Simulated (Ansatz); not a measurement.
Take GaN in the zinc blende structure (space group F-43m, No. 216; a = 4.549 Å) as the base. Axes: x, y, z lie along the cube axes.

Method: PBE (Ansatz, a program for electronic structure, PAW, without spin-orbit coupling).

One thing is altered: every lattice vector is stretched by 1.00 %, atoms relaxed at fixed cell.

Task: Predict the stress tensor and what it implies for the stiffness.

Result: Stress of the strained cell less that of the base (GPa, compression positive):
```
  -4.80    0.00    0.00
   0.00   -4.80    0.00
   0.00    0.00   -4.80
```

Then B = −ΔP/(ΔV/V₀) with ΔV/V₀ = 0.0303 gives secant stiffness values (nonlinear terms included at this strain): B ≈ 159 GPa.

As a check, the harmonic strain energy −½ V₀ Δσ:ε is 5.3 meV/atom; the computed energy rise is 5.5 meV/atom.

Whether these cells are dynamically stable was not tested. This is not the structure that GaN has at room temperature and ambient pressure.
